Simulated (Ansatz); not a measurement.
Consider HfO$_{2}$ in the fluorite structure (space group Fm-3m, No. 225; a = 5.044 Å). Axes: x, y, z lie along the cube axes.

Calculations: PBEsol in Ansatz (plane waves to 420 eV, PAW, no SOC).

The change: tensile biaxial strain of 3.00 % in the plane normal to [001], as in epitaxy on a mismatched substrate; the out-of-plane cell vector and the atoms relax.

Question: What does the calculation give for the in-plane stress and out-of-plane strain after the change?

Answer: The mean in-plane stress (compression positive) comes out as -17.4 GPa; the out-of-plane strain is -1.01 %.

Stability against distortions was not tested. This is not the structure that HfO2 has at room temperature and ambient pressure.

Ansatz is a program for electronic structure.
